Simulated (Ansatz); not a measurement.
MgS (Fm-3m), Ansatz (a program for electronic structure) with PBEsol, rigid bands: N_v = 1.85e20 cm⁻³ at 300 K and a hole conductivity mass of 0.999 mₑ.

### Question
For 1e16 holes per cm³ at 300 K, place the Fermi level, estimate the Seebeck coefficient of a parabolic band with constant τ, and give mobility and conductivity for τ = 50 fs.

### Answer
The level lies k_BT ln(N_v/p) = 0.254 eV above the valence-band maximum. S ≈ +(k_B/e)[ln(N_v/p) + 5/2] = 1062 μV/K, against 1054 μV/K from the full bands (mean over directions). μ = eτ/m = 88.0 cm²/(V·s) and σ = peμ = 0.141 S/cm. τ is assumed, not computed.

Band transport and this doping are assumed; polarons and phonon drag are left out. Spin-orbit coupling is left out; where it splits the top of the valence band, N_v and the p-type Seebeck coefficient come out somewhat high without it.
